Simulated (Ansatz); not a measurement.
The parent structure is CdS in the zinc blende structure (space group F-43m, No. 216; a = 5.927 Å).

It is then changed as follows: hydrostatic tension (pressure −2 GPa).

Levels (all Ansatz, a first-principles code, PAW): PBE (420 eV, scalar-relativistic without spin-orbit coupling); HSE06 (420 eV, no SOC).

The geometry is relaxed with PBE.

| Item | Result |
|---|---|
| PBE band gap | 0.95 eV |

Task: What does HSE06 give at this geometry for the band gap?

Result: The band gap grows by 0.99 eV to 1.94 eV.

Single points use the geometry relaxed with PBE. Load acts through the strain it causes; cell and atoms are relaxed under it. Whether these cells are dynamically stable was not tested.
